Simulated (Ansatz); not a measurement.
Start from a 12-atom supercell of TiSi2 (space group Cmcm, No. 63) at its relaxed geometry.

```xyz
12
Lattice="1.7636 -6.7617 0.0000 3.5271 0.0000 -3.5656 3.5271 0.0000 3.5656" Properties=species:S:1:pos:R:3 pbc="T T T"
Si     5.2907    -5.9734    -0.8914
Si     5.2907    -5.9734     2.6742
Si     3.5271    -0.7883     0.8914
Si     3.5271    -0.7883    -2.6742
Si     7.0543    -3.3847    -0.8914
Si     3.5271    -3.3847    -0.8914
Si     1.7636    -3.3770     0.8914
Si     5.2907    -3.3770     0.8914
Ti     5.2907    -1.3958    -0.8914
Ti     1.7636    -1.3958    -0.8914
Ti     3.5271    -5.3659     0.8914
Ti     7.0543    -5.3659     0.8914
```

Calculations: DFT with r2SCAN, PAW potentials and a 500 eV plane-wave cutoff in Ansatz (a first-principles code), no spin-orbit coupling, earlier PAW set.

For the base:

Pressure: 0.0 GPa

It is then changed as follows: a neutral Si on a Ti site (antisite), atoms relaxed at fixed cell, starting from a slightly rattled geometry.

What happens to the pressure and largest displacement of a host atom from its site in the perfect cell?

The pressure goes from zero to 2.7 GPa; the largest displacement of a host atom from its site in the perfect cell amounts to 1.40 Å.

In so small a cell the defect repeats every few ångströms: this is an ordered compound, not a dilute defect. All final runs are without spin polarisation. The defect cell is not spin-polarised.
